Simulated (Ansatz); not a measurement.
Consider ZnGeP2 in the chalcopyrite structure (space group I-42d, No. 122).

```xyz
8
Lattice="-2.6870 2.6870 5.3127 2.6870 -2.6870 5.3127 2.6870 2.6870 -5.3127" Properties=species:S:1:pos:R:3 pbc="T T T"
Zn     0.0000     0.0000     0.0000
Zn     0.0000     2.6870     2.6564
Ge     0.0000     0.0000     5.3127
Ge     2.6870     0.0000     2.6564
P      1.3414     1.3435     6.6409
P      1.3435    -1.3414     3.9846
P      1.3456     1.3435     1.3282
P      1.3435     4.0283    -1.3282
```

Cartesian axes are those of the cell as printed.

Level of theory: LDA in Ansatz (plane waves to 420 eV, PAW, no spin-orbit coupling).

Before the change:

- Shortest interatomic distance: 231.7 pm
- Band gap: 1.00 eV

Now apply this change: the cell is stretched by 2.25 % along z with no lateral relaxation, atoms relaxed at fixed cell.

Task: What happens to the energy relative to the base, shortest interatomic distance and band gap?

Result: The energy rises by 4.1 meV/atom; the shortest interatomic distance grows by 1.7 pm, from 231.7 pm to 233.4 pm; the band gap increases by 0.013 eV, from 1.00 eV to 1.02 eV.

The cells carry an imposed strain or load. No phonon test of stability was made.

Ansatz is a program for electronic structure.
